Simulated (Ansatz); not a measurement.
Cell and atoms of amorphous Si24O36:

```xyz
60
Lattice="9.0184 0.1450 -0.0105 0.1450 9.9272 -0.2734 -0.0105 -0.2734 9.7810" Properties=species:S:1:pos:R:3 pbc="T T T"
Si     3.9830     6.8722     2.5930
Si     5.3611     7.4943     0.0086
Si     3.8575     4.8835     8.7512
Si     8.6213     4.4040     4.9039
Si     0.3663     8.9992    -0.0914
Si     0.5167     1.3522     0.7360
Si     1.8449     2.5633     3.3475
Si     4.3989     3.9568     1.9738
Si     7.3021     9.3168     6.2750
Si     8.2007     9.8781     4.2153
Si     6.1062     0.8675     3.0383
Si     2.2815     1.3265     7.9644
Si     6.5803     1.9633     0.8921
Si     8.6494     6.4733     6.8878
Si     1.3059     6.8576     1.6131
Si     7.9183     8.2741     1.5362
Si     6.8322     2.0499     8.2564
Si     1.9171     0.1236     5.3045
Si     4.3478     3.4171     7.0177
Si     8.5044     3.8366     7.7995
Si     4.6664     8.1931     5.0421
Si     1.4202     5.0459     8.7330
Si     4.4230     0.4951     0.1597
Si     5.4598     5.1619     4.7215
O      4.5388     4.0713     5.4930
O      3.5254     0.4591     8.5619
O      3.2111     3.3678     2.8763
O      5.2819     8.7216     9.1976
O      4.9880     6.1102     8.6491
O      5.7082     9.1246     5.8425
O      8.1894     2.4617     0.8618
O      6.6986     7.3248     0.9046
O      1.6748     8.2489     0.8529
O      7.8483     7.8729     6.8042
O      1.0138     6.3743     7.7843
O      8.8658     7.1448     2.3173
O      4.1347     7.1982     1.0464
O      0.6563     3.6328     3.8085
O      0.7885     9.4337     4.1981
O      8.7538     3.3908     6.1879
O      5.8120     3.2113     1.8128
O      7.3272     0.5530     7.6917
O      6.9900     4.6636     4.4815
O      7.6779     5.3143     7.5769
O      2.9274     2.5946     7.1345
O      5.0613     6.6027     5.4029
O      4.7241     8.0480     3.4025
O      9.0596     5.9200     5.3787
O      7.4790     1.4123     3.9848
O      5.6117     2.4118     7.1974
O      2.4205     6.5406     2.8163
O      3.1927     8.8701     5.2341
O      4.8047     5.3643     3.0421
O      3.9766     4.4666     0.5070
O      1.3173     1.7890     9.1902
O      1.1965     5.5943     0.5724
O      1.4527     0.4914     6.8282
O      2.3287     1.5019     4.5123
O      7.3130     9.0689     2.9710
O      1.4203     1.7090     2.0587
```

Method: PBE, scalar-relativistic without spin-orbit coupling (plane waves to 420 eV, PAW; Ansatz, a first-principles code). The usual formal charges leave 24 electrons over, so the level spacing at the Fermi energy parts defect or band states and needn't be the band gap.

A CHGNet melt-quench gave the starting glass, which DFT then relaxed. O atoms were pushed apart under 1.9 Å during the dynamics, to hinder bonds among them. The hot cell started wider than the set density and was brought back towards it in steps. It is the lowest in DFT energy of 2 quenches. It is a model cell: composition and starting density were chosen by hand, and all elements were melted together. No dispersion term was used. Its density started from a set value of 2.35 and ended at 2.37 g/cm³. The quench (nominally 390 K/ps over its main leg) was far faster than any real one, so the model tends to hold more defects than a real film. A cell of this size samples the disorder only roughly. Volume and shape were free in the relaxation.

Cut-offs for bonds: Si-Si 2.60 Å, Si-O 2.16 Å, O-O 1.58 Å. Two cations that share two anions don't count as bonded, nor two that share one unless they lie closer than Si-Si 2.38 Å.

### Question
Give the coordination numbers, mean bond lengths and angles.

### Answer

Mean coordination of Si by anions: 3.08 (1 with 1, 7 with 2, 5 with 3, 11 with 4); 18 close contacts or bonds to cations besides
Mean coordination of O: 2.06 (34 with 2, 2 with 3)
Mean Si-O bond: 1.665 Å (spread 0.064 Å, 74 counted)
Mean Si-Si bond: 2.417 Å (spread 0.073 Å, 9 counted)
Bond angle at Si: mean 108.6°, spread 10.7°
Bond angle at O: mean 133.3°, spread 17.1°

### Question
Which atoms depart from the most common coordination of their element?

### Answer
Si5 has 3 (O33 1.78 Å, Si16 2.36 Å, Si6 2.36 Å); Si11 has 3 (O49 1.75 Å, O59 2.04 Å, Si13 2.46 Å); Si23 has 2 (O26 1.66 Å, O28 1.67 Å; Si13 at 2.71 Å just beyond); O53 has 3 (Si1 1.78 Å, Si8 1.81 Å, Si24 1.81 Å); O59 has 3 (Si10 1.73 Å, Si16 1.75 Å, Si11 2.04 Å).
